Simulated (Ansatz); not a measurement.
# InAs under a change: uniaxial stress, 0.5 GPa compression along z

The reference is InAs in the zinc blende structure (space group F-43m, No. 216; a = 6.0869 Å). Axes: x, y, z lie along the cube axes.

One thing is altered: uniaxial stress, 0.5 GPa compression along z; all other stress components relax to zero.

All numbers come from PBEsol/PAW in Ansatz (a first-principles code), without spin-orbit coupling. Settings: 9×9×9 k-points, 0.05 eV Fermi–Dirac smearing.

* **Volume per atom**: 28.11 Å³ (base 28.19 Å³)
* **Space group**: I-4m2 (No. 119) (base F-43m (No. 216))
* **Shortest interatomic distance**: 263.3 pm (base 263.6 pm)
* **Energy relative to the base (free energy F)**: +0.5 meV/atom
* **Band gap**: 0.05 eV (uncertain: the edges found look like a band crossing or inverted bands; the changed cell) (base zero)
* **Strain response (xx, yy, zz)**: (+0.41, +0.41, −1.09) % (rough)

Without a gap, meshes like the base's 9×9×9 leave anisotropic stresses uncertain by several tenths of a GPa, and small strain energies with them. Stability under load was not tested beyond the relaxation. The final runs are not spin-polarised. A zero or small gap of InAs can be the functional's error rather than a property of the material.
